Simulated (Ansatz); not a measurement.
Abridged Ansatz (a quantum-chemistry and plane-wave program) output:

```
Relaxation: its limit of steps is 50 (relax.max_steps)
Pseudopotential: Nb, paw, valence charge 13
Crystal: 1 atoms, lattice volume = 17.658 Å³
Basis set: ecut = 420 eV, 369 PW (Γ), exchange–correlation on 40×40×40 points (8 copies of the dense FFT grid, shifted against one another)
Bands: 11, of which v1, the nominal top of the filled ones, is band 7 counted from 1 (6 counted from 0)
Symmetry: 48 space group operations
k-points: 624 of 21952
Functional: x = slater, c = lda
SCF iter   1: F=—  HF=-4442.612920 eV  |F-HF|=—  |Δ(HF+E_count)|=         —  Δρ=6.44e-3  dr2=2.16e-3  ethr=1.77e-3  ⟨swp⟩=5.0  Hψ=40019  notcnv=0
SCF iter   2: F=—  HF=-4442.612449 eV  |F-HF|=—  |Δ(HF+E_count)|=   4.71e-4  Δρ=3.08e-3  dr2=3.97e-4  ethr=1.66e-5  ⟨swp⟩=1.7  Hψ=12830  notcnv=0
SCF 1 converged in 7 iterations: F = -4442.612370 eV  dr2 = 4.14e-11
relax step   1: F+E_penalty+E_count = -4442.61237009 eV  Δ(F+E_penalty+E_count) = +0.000e0 eV  max|allowed force component| = 0.000e0 eV/Å  Δτ_max = 0.0000 Å  (7 SCF iters, accepted)
SCF converged after 7 iterations
Free energy (F): -4442.612370 eV
Internal energy: -4442.564973 eV  (E = F + TS)
E sigma→0 (E₀):  -4442.588671 eV
Entropy (-TS):   -0.047397 eV (-47.397 meV/atom)
Fermi energy:    17.929255 eV
--- Forces (eV/Å), atoms counted from 1 ---
  atom   1  Nb    -0.00000000    -0.00000000     0.00000000
--- Stress (GPa, compression-positive) ---
       -5.353464      -0.000000       0.000000
        0.000000      -5.353464       0.000000
       -0.000000       0.000000      -5.353464
  P = ⅓ Tr σ = -5.3535 GPa (-53.535 kbar)
--- Relaxed structure (1 steps of the walk, 1 accepted, 0 SCFs on fresh bases) ---
  atoms:
    - { symbol: Nb, position: [0.0, 0.0, 0.0] }
```

Q: What was computed, and what are the main results?

A: Nb, 1 atom in the cell, with LDA, PAW, 420 eV (Ansatz; scalar-relativistic without spin-orbit coupling). The last SCF converged to F = -4442.612370 eV, or -4442.6124 eV per atom, at a pressure of -5.35 GPa. The total energy compares only with runs of the same code, potentials and settings.

The cells carry an imposed strain or load. No phonon test of stability was made. All final runs are without spin polarisation. The cell was made from Nb in the bcc (W type) structure (space group Im-3m, No. 229) by this change: isotropic strain +1.00 %.

Keys are those of Ansatz 0.2.
